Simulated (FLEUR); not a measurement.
Worked example: self-consistent single point of PdIn (P1, 2 atoms in the cell) in FLEUR.

Method of the run: PBE, all-electron FLAPW (FLEUR), scalar-relativistic valence.

The change in words: lattice scaled by 0.98. Reference geometry:
```
PdIn
1.0
    3.25000     0.00000     0.00000
    0.00000     3.25000     0.00000
    0.00000     0.00000     3.25000
In Pd
1 1
Direct
  0.50130   0.49836   0.49347
  0.99870   0.00164   0.00653
```

Reference input (self-consistent single point, DFT, PBE, all-electron FLAPW (FLEUR), scalar-relativistic valence): Kmax = 4.1 1/bohr; GmaxXC = 14.3 1/bohr; xcFunctional = pbe; jspins = 1; l_soc = F; mode = gauss; fermiSmearingEnergy = 0.00499791 Htr; mesh (inpgen div1-3) = 8 8 8; inpgen gamma flag = true; Gmax = 14.3 1/bohr; numbands = 0; maxIterBroyd = 15. This run's input differs from it in these lines:

```diff
@@ -3,5 +3,5 @@
 &input film=f /
-6.1416099050 0.0000000000 0.0000000000
-0.0000000000 6.1416099050 0.0000000000
-0.0000000000 0.0000000000 6.1416099050
+6.0187777069 0.0000000000 0.0000000000
+0.0000000000 6.0187777069 0.0000000000
+0.0000000000 0.0000000000 6.0187777069
 1.0
@@ -43,5 +43,5 @@
          <bravaisMatrix>
-            <row-1>    6.1416099050000001     0.0000000000000000     0.0000000000000000</row-1>
-            <row-2>    0.0000000000000000     6.1416099050000001     0.0000000000000000</row-2>
-            <row-3>    0.0000000000000000     0.0000000000000000     6.1416099050000001</row-3>
+            <row-1>    6.0187777068999999     0.0000000000000000     0.0000000000000000</row-1>
+            <row-2>    0.0000000000000000     6.0187777068999999     0.0000000000000000</row-2>
+            <row-3>    0.0000000000000000     0.0000000000000000     6.0187777068999999</row-3>
          </bravaisMatrix>
```

Output (repeated stretches shortened):

```
 Iteration:     1   Distance:       7.11608379 me/bohr^3
 Iteration:     2   Distance:       6.35418505 me/bohr^3
 Iteration:     3   Distance:       3.14945368 me/bohr^3
 Iteration:     4   Distance:       1.68310179 me/bohr^3
 Iteration:     5   Distance:       0.71791889 me/bohr^3
   [... 8 lines left out ...]
 Iteration:    14   Distance:       0.00011686 me/bohr^3
 Iteration:    15   Distance:       0.00001346 me/bohr^3
 Iteration:    16   Distance:       0.00001129 me/bohr^3
 Iteration:    17   Distance:       0.00000583 me/bohr^3
 Reset of history
 Run finished successfully
 Stop message:
   Structural relaxation: new displacements generated

[file out, last iteration]
             iter=     18
[...]
          total density-effective poten   -1.7994023802E+04
          total charge density-energy d   -3.0440449554E+02
 Updated energy parameters for spin:           1
[...]
 fermi energy and band-weighting factors:

[...]
FERMIE:
          first approx. to ef    (T=0)  :   0.448574 htr   (energy of the highest occ. eigenvalue)
          number of occ. states  (T=0)  :       3771
          first approx. to seigv (T=0)  :  -5.326498 htr
          sum of weights of occ. states :  14.501953
          sum of semicore charge        :   0.000000 e
          fermi energy=   0.44970 har   work function= -12.23706 ev
          number of valence electrons=  29.00000
   [... lines left out ...]
     k-point=  141
     k-point=  142
     k-point=  143
     k-point=  144
     k-point=  145
     k-point=  146
     k-point=  147
     k-point=  148
     k-point=  149
     k-point=  150
     k-point=  151
     k-point=  152
     k-point=  153
     k-point=  154
     k-point=  155
     k-point=  156
     k-point=  157
     k-point=  158
     k-point=  159
      0.004 0.004 0.004 0.004 0.004 0.004 0.004 0.004 0.004 0.004 0.004 0.004 0
```

The run converged in 17 iterations. FLEUR gives forces in its relaxation mode, with a further iteration, so its stop message speaks of a relaxation. Against the reference run the total energy goes up by 73.6 meV/atom and the largest force goes from 0.212 to 0.284 eV/Å.

The starting cell has typed, rounded lattice constants, without a prior relaxation at this level. Its atoms were displaced at random from the sites of space group no. 221. For this run, on top of that: lattice scaled by 0.98. Spin polarisation is off. Values depend on the basis (sphere radii, cutoffs, local orbitals), which need not be converged.

Cost on one core of a shared machine: roughly 9 min.
